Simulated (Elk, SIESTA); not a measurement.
An Elk input for a self-consistent single point of CaO (Fm-3m, 2 atoms in the cell) (DFT, PBE, all-electron FP-LAPW, Elk's shipped species files, APW+lo basis with extra local orbitals):

```
tasks
  0

xctype
  20

rgkmax
  7.5

gmaxvr
  16.0

nxlo
  2

lorbcnd
  .true.

lmaxi
  2

stype
  3

swidth
  0.000734986

scale
  1.889726125

avec
    0.0000000000    2.3071960000    2.3071960000
    2.3071960000    0.0000000000    2.3071960000
    2.3071960000    2.3071960000    0.0000000000

sppath
  'species/'

atoms
  2   : nspecies
  'Ca.in'   : spfname
  1   : natoms; atposl, bfcmt below
  0.0000000000  0.0000000000  0.0000000000    0.0 0.0 0.0
  'O.in'   : spfname
  1   : natoms; atposl, bfcmt below
  0.5000000000  0.5000000000  0.5000000000    0.0 0.0 0.0

ngridk
  12 12 12
```

Problem. Write the same calculation as an input for SIESTA.

Solution. One input that does it (others would too):

```
# files in the folder: Ca.psml O.psml (PseudoDojo PBE standard)
SystemName  CaO
SystemLabel siesta

NumberOfAtoms                2
NumberOfSpecies              2
%block ChemicalSpeciesLabel
  1 20 Ca
  2 8 O
%endblock ChemicalSpeciesLabel
LatticeConstant              1.0 Ang
%block LatticeVectors
     0.000000000    2.307196000    2.307196000
     2.307196000    0.000000000    2.307196000
     2.307196000    2.307196000    0.000000000
%endblock LatticeVectors
AtomicCoordinatesFormat      Fractional
%block AtomicCoordinatesAndAtomicSpecies
     0.000000000    0.000000000    0.000000000  1
     0.500000000    0.500000000    0.500000000  2
%endblock AtomicCoordinatesAndAtomicSpecies

XC.functional                GGA
XC.authors                   PBE
PAO.BasisSize                TZP
PAO.EnergyShift              0.01 Ry
MeshCutoff                   350 Ry
%block kgrid.MonkhorstPack
   12   0   0  0.0
    0  12   0  0.0
    0   0  12  0.0
%endblock kgrid.MonkhorstPack
OccupationFunction           FD
ElectronicTemperature        0.02 eV

MaxSCFIterations             150
SCF.Mixer.Method             Pulay
SCF.Mixer.Weight             0.25
SCF.Mixer.History            8
SCF.DM.Tolerance             1.0E-05
Diag.ParallelOverK           true
WriteForces                  true
```

Basis, cutoffs, solver keys and any potentials are the target program's own. This input uses DFT, GGA PBE, numerical atomic orbitals TZP, PseudoDojo PBE standard norm-conserving potentials (rewritten from UPF to PSML). Both were run: gap on the mesh 3.610 eV in Elk and 4.968 in SIESTA.

On Elk: the starting cell comes from a database of computed structures (which also holds hypothetical and non-ambient phases and stackings), without a prior relaxation at this level. Its lattice was rescaled by a random factor within 2.5 % of one. For this run, on top of that: lattice scaled by 0.98. Values depend on the basis (sphere radii, cutoffs, local orbitals), which need not be converged.

On SIESTA: the starting cell comes from a database of computed structures (which also holds hypothetical and non-ambient phases and stackings), without a prior relaxation at this level. Its lattice was rescaled by a random factor within 2.5 % of one. For this run, on top of that: lattice scaled by 0.98. Values carry the incompleteness of an atom-centred basis. The basis of the alkali or alkaline-earth atoms may lack their empty d shell, which can raise the gap. With a pressure of about 30 GPa the cell is away from its equilibrium volume at this level.
